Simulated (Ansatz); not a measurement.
## TaC: pressure series

Start from TaC in the rock salt structure (space group Fm-3m, No. 225; a = 4.4400 Å).

Cell and atoms are relaxed at each pressure.

Computed with PBEsol (Ansatz, a first-principles code), no spin-orbit coupling.

Notes on the quantities. enthalpy: H = E + PV relative to the base's energy.

| variant | shortest interatomic distance | enthalpy |
|---|---|---|
| base | 2.220 Å | – |
| pressure −2 GPa | 2.224 Å | -0.14 eV/atom |
| pressure −1 GPa | 2.222 Å | -0.07 eV/atom |
| pressure 0.9 GPa | 2.218 Å | +0.06 eV/atom |
| pressure 2.1 GPa | 2.216 Å | +0.14 eV/atom |
| pressure 4.5 GPa | 2.211 Å | +0.31 eV/atom |
| pressure 9 GPa | 2.202 Å | +0.61 eV/atom |
| pressure 15 GPa | 2.191 Å | +1.00 eV/atom |
| pressure 22.5 GPa | 2.178 Å | +1.49 eV/atom |
| pressure 30 GPa | 2.165 Å | +1.97 eV/atom |

Load acts through the strain it causes; cell and atoms are relaxed under it. Whether these cells are dynamically stable was not tested. Competing high-pressure phases were not computed. The final runs are not spin-polarised. An odd electron count without spin: TaC.
